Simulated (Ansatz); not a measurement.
Functionals compared on a constructed model of the (100) surface of fcc Al, a pseudomorphic layer of Co in the host's stacking (bottom of the slab: a bare face, its two planes held), in Ansatz (plane waves, PAW). The structure was relaxed with PBE; the other rows are single points on it. Cutoff 420 eV.

Set-up: 7 atoms, 11.7 Å thick at the start; mesh 13x13x1; 0.1 eV smearing; dipole correction on; 2 atoms held, the rest relaxed; start symmetry kept, larger cells not searched; spin-polarised, ending with about 0.8 μB a cell; orders that need a larger cell were not tried, no spin-orbit, no U. It is one candidate, not shown to be the stable structure of the face. These notes are the PBE run's.

| functional | work function of the top face (eV) | magnetic moment of the cell (μB) | rough cost of the single point |
|---|---|---|---|
| PBE | 4.34 | 0.80 | – |
| RPBE | 4.14 | 0.86 | very roughly 80 core-seconds |

Ansatz is an electronic-structure program.
